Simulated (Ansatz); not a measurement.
Base system: Al$_{2}$CdS$_{4}$ (space group I-4, No. 82).

```
CELL_PARAMETERS angstrom
     -2.76063     2.76063     5.07689
      2.76063    -2.76063     5.07689
      2.76063     2.76063    -5.07689
ATOMIC_POSITIONS crystal
  Al 0.50000 0.50000 0.00000
  Al 0.25000 0.75000 0.50000
  Cd 0.00000 0.00000 0.00000
  S  0.40417 0.86393 0.99603
  S  0.86790 0.40814 0.00397
  S  0.13607 0.13210 0.54024
  S  0.59186 0.59583 0.45976
```

Level of theory: PBEsol, PAW, 420 eV (Ansatz, an electronic-structure program; spin-orbit coupling left out).

Strains are applied to the cell and any free atomic positions relax.

One change was made to it. Results:

The band gap drops by 0.40 eV (2.82 eV → 2.42 eV); the energy rises by 21 meV/atom; the largest internal atomic displacement is 0.111 Å; the electron mass changes from 0.36 mₑ along c, 0.23 mₑ across (at Γ) to 0.28 mₑ along c, 0.23 mₑ across (at Γ).

**Question.** What was done to the base?
(A) isotropic strain +0.75 %
(B) isotropic strain +1.50 %
(C) isotropic strain +2.25 %
(D) isotropic strain +3.00 %

**Answer.** D, isotropic strain +3.00 %. For comparison, the band gap in the other runs: isotropic strain +2.25 % gives 2.53 eV; isotropic strain +1.50 % gives 2.63 eV; isotropic strain +0.75 % gives 2.73 eV.

Masses are band curvatures over ±0.01 Å⁻¹ around the edge. Whether these cells are dynamically stable was not tested.
